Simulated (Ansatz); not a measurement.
The starting structures come from a database of crystals and need not be the phases stable at ambient conditions.

**Evanescent states of MgZnO$_{2}$ (R-3m, 4 atoms a cell, 9.9 Å³ an atom, -6 GPa at this level) along the normal of (001)**

These are PBEsol (plane waves, PAW; Ansatz, a first-principles code) values and carry that method's errors.

The gap is the functional's own, uncorrected, and κ follows it; spin-orbit coupling is left out. Mid-gap means the computed energy nearest the middle.

Energies count from the valence-band top; κ is the least over a 12×12 mesh across the current.

```tsv
E (eV)	κ (1/Å)	where
0.06	0.173	off Γ
0.18	0.193	Γ
0.30	0.200	Γ
0.42	0.206	Γ
0.54	0.211	Γ
0.66	0.214	Γ
0.78	0.215	Γ
0.90	0.215	Γ
1.02	0.214	Γ
1.14	0.211	Γ
1.26	0.206	Γ
1.38	0.200	Γ
1.50	0.193	Γ
1.62	0.183	Γ
1.74	0.171	Γ
1.86	0.156	Γ
1.98	0.137	Γ
2.10	0.112	Γ
2.22	0.075	Γ
```

**Question.** How thick must the barrier be to attenuate the transmission by 10^8 when the electrodes' Fermi level lies at 2.22 eV, and what attenuation does that film give at 1.26 eV?

**Answer.** d = 8 ln 10 / (2 × 0.075) = 122.8 Å. At 1.26 eV it gives 8 × 0.206/0.075 = 22.0 decades.
